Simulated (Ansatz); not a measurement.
Worked example: self-consistent single point of the (100) slab of LaOF (cut from a parent of space group no. 129; 12 atoms in the cell) in Ansatz (a program for electronic structure).

Method: LDA (PW92), default PAW files made with PBE (plane waves; Ansatz).

```
CELL_PARAMETERS angstrom
      4.08959     0.00000     0.00000
      0.00000     5.84299     0.00000
      0.00000     0.00000    20.13429
ATOMIC_POSITIONS crystal
  La 0.00000 0.71571 0.34767
  La 0.50000 0.28429 0.44922
  O  0.00000 0.50000 0.44922
  O  0.50000 0.50000 0.34767
  F  0.50000 0.00000 0.34767
  F  0.00000 0.00000 0.44922
  La 0.00000 0.71571 0.55078
  La 0.50000 0.28429 0.65233
  O  0.00000 0.50000 0.65233
  O  0.50000 0.50000 0.55078
  F  0.50000 0.00000 0.55078
  F  0.00000 0.00000 0.65233
```

Reference input (self-consistent single point, DFT, LDA (PW92), plane waves, default PAW files made with PBE): basis.ecutwfc = 30.9 Ry; kpoints.mp_grid.grid = 5 3 1; hamiltonian.xc = lda; hamiltonian.pseudopotentials = {kind: paw} (the program's default PAW files); scf.occupations.method = fermi_dirac; scf.occupations.width = 0.0037 Ry. This run's input differs from it in these lines:

Ansatz 0.2 input:
```diff
@@ -21,3 +21,3 @@
 kpoints:
-  mp_grid: { grid: [5, 3, 1] }
+  mp_grid: { grid: [7, 5, 1] }
 hamiltonian:
```

Log, with long lists cut:

```
SCF iter   1: F=—  HF=-29722.443752 eV  |F-HF|=—  |Δ(HF+E_count)|=         —  Δρ=1.06e-2  dr2=4.77e-1  ethr=1.77e-3  ⟨swp⟩=10.0  Hψ=3563  notcnv=0
all-band conjugate gradients solve this SCF's bands
preconditioner: auto → Resta (q_TF=auto, 2.086 Å⁻¹)
SCF iter   2: F=—  HF=-29722.375173 eV  |F-HF|=—  |Δ(HF+E_count)|=   6.86e-2  Δρ=6.27e-3  dr2=1.41e-1  ethr=4.97e-4  ⟨swp⟩=4.6  Hψ=1676  notcnv=0  defer=44
   [... lines left out ...]
SCF iter   6: F=—  HF=-29722.343888 eV  |F-HF|=—  |Δ(HF+E_count)|=   1.18e-4  Δρ=6.15e-5  dr2=1.70e-5  ethr=9.56e-8  ⟨swp⟩=2.8  Hψ=1245  notcnv=0  defer=44
SCF iter   7: F=—  HF=-29722.343892 eV  |F-HF|=—  |Δ(HF+E_count)|=   3.50e-6  Δρ=2.22e-5  dr2=2.29e-6  ethr=1.77e-8  ⟨swp⟩=2.0  Hψ=818  notcnv=0  defer=44
SCF iter   8: F=—  HF=-29722.343893 eV  |F-HF|=—  |Δ(HF+E_count)|=   1.19e-6  Δρ=9.07e-6  dr2=2.91e-7  ethr=2.39e-9  ⟨swp⟩=2.1  Hψ=1145  notcnv=0  defer=44
SCF iter   9: F=-29722.343893 eV  HF=-29722.343893 eV  |F-HF|=5.61e-9  |Δ(HF+E_count)|=   1.23e-9  Δρ=3.11e-6  dr2=3.08e-8  ethr=1.04e-10  ⟨swp⟩=18.6  Hψ=4133  notcnv=0
SCF 1 converged in 9 iterations: F = -29722.343893 eV  dr2 = 3.08e-8
Free energy (F): -29722.343893 eV
Internal energy: -29722.343893 eV  (E = F + TS)
E sigma→0 (E₀):  -29722.343893 eV
Fermi energy:    2.068770 eV
--- Forces (eV/Å), atoms counted from 1 ---
  atom   1  La    -0.00000000    -0.94332895     2.12145916
  atom   2  La     0.00000000     0.15366297    -0.92112134
  atom   3  O     -0.00000000     0.42727790    -0.47208538
  atom   4  O      0.00000000     1.31523905     0.13372419
  atom   5  F     -0.00000000    -0.74414836     0.21244071
  atom   6  F      0.00000000    -0.20827999    -0.19999303
  atom   7  La    -0.00000000    -0.15366297     0.92112134
  atom   8  La     0.00000000     0.94332895    -2.12145916
  atom   9  O     -0.00000000    -1.31523905    -0.13372419
   [... lines left out ...]
  atom  12  F      0.00000000     0.74414836    -0.21244071
--- Stress (GPa, compression-positive) ---
       -6.821131       0.000000       0.000000
        0.000000      -4.289282       0.506669
        0.000000       0.506669      -3.969053
  P = ⅓ Tr σ = -5.0265 GPa (-50.265 kbar)
  The stress holds the Pulay correction. Without it, at fixed plane waves, as pw.x and ABINIT print it: P = -5.2971 GPa
```

The run converged in 9 iterations. Against the reference run the free energy stays essentially unchanged (within 1 meV/atom), the largest force stays at 2.322 eV/Å and the gap on the mesh goes from 3.246 to 3.233 eV.

The starting cell comes from a database of computed structures (which also holds hypothetical and non-ambient phases and stackings), without a prior relaxation at this level. The slab is cut from that crystal, and its faces are unrelaxed. Its lattice was rescaled by up to half a per cent. Spin polarisation is off, though cut faces can carry moments; a gap of a slab can lie between surface states. Forces in this geometry exceed 1 eV/Å.
